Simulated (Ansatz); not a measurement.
Consider MgSnO$_{3}$ (space group R-3, No. 148; a = 5.279 Å, c = 14.107 Å (hexagonal axes); a cell from a computed database, its experimental status unchecked).

Computed with PBEsol/PAW in Ansatz (a program for electronic structure), without spin-orbit coupling.

Base values:

| Property | Result |
|---|---|
| Shortest interatomic distance | 2.039 Å |
| Band gap | 2.74 eV |
| Gap character | indirect, Γ–S₀ (43 % along) → Γ |

Now apply this change: Ca takes the place of Mg on all its sites; the structure is relaxed again.

Task: What happens to the shortest interatomic distance, band gap and gap character?

Result: The shortest interatomic distance rises by 0.022 Å (2.039 Å → 2.061 Å); the band gap increases by 0.35 eV (2.74 eV → 3.09 eV); the gap character changes from indirect, Γ–S₀ (43 % along) → Γ to indirect, k = (0, 0.286, 0.286) in the run's primitive reciprocal basis → Γ.

Stability against distortions was not tested.
